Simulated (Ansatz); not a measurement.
**MgF2, pressure series**

Consider MgF2 in the rutile structure (space group P4_2/mnm, No. 136; a = 4.639 Å, c = 3.062 Å).

Cell and atoms are relaxed at each pressure.

Calculations: PBEsol (Ansatz, a quantum-chemistry and plane-wave program; PAW; 420 eV plane waves; spin-orbit coupling left out).

```json
[
 {"change": "base", "lattice parameter a": "4.639 Å", "band gap": "6.89 eV"},
 {"change": "pressure −1 GPa", "lattice parameter a": "…", "band gap": "6.82 eV"},
 {"change": "pressure 0.3 GPa", "lattice parameter a": "4.634 Å", "band gap": "6.91 eV"},
 {"change": "pressure 0.7 GPa", "lattice parameter a": "4.627 Å", "band gap": "…"},
 {"change": "pressure 1.5 GPa", "lattice parameter a": "4.614 Å", "band gap": "…"},
 {"change": "pressure 3 GPa", "lattice parameter a": "4.591 Å", "band gap": "7.08 eV"},
 {"change": "pressure 5 GPa", "lattice parameter a": "4.562 Å", "band gap": "7.20 eV"},
 {"change": "pressure 7.5 GPa", "lattice parameter a": "4.529 Å", "band gap": "7.34 eV"},
 {"change": "pressure 10 GPa", "lattice parameter a": "4.500 Å", "band gap": "7.47 eV"}
]
```

Question: Some entries are withheld; estimate them.

Answer: 
- pressure −1 GPa, lattice parameter a: 4.656 Å
- pressure 0.7 GPa, band gap: 6.94 eV
- pressure 1.5 GPa, band gap: 6.99 eV

Load acts through the strain it causes; cell and atoms are relaxed under it. No phonon test of stability was made. Competing high-pressure phases were not computed. The base started in Pnnm and relaxed to P4_2/mnm at this level.
